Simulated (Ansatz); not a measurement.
SnO (model structure, started from the PtS type, P4₂/mmc, No. 131, 4 atoms in the cell): volume per atom by level of theory

No measured value is used here.

| level (code) | value (Å³/atom) |
|---|---|
| PBE (Ansatz) | 16.89 |
| PBEsol (Ansatz) | 16.07 |
| PBE-D3(BJ) (Ansatz) | ___ |

Fill in the missing entries.


- PBE-D3(BJ) (Ansatz, a first-principles code), value (Å³/atom): 16.38

Ansatz's density-functional and Hartree–Fock values are scalar-relativistic unless marked +SOC, with PAW data made under PBE.

A model structure was made by putting elements into a prototype or built by hand; it is no filed structure, need not be a known phase, and can be a saddle point held by its symmetry.
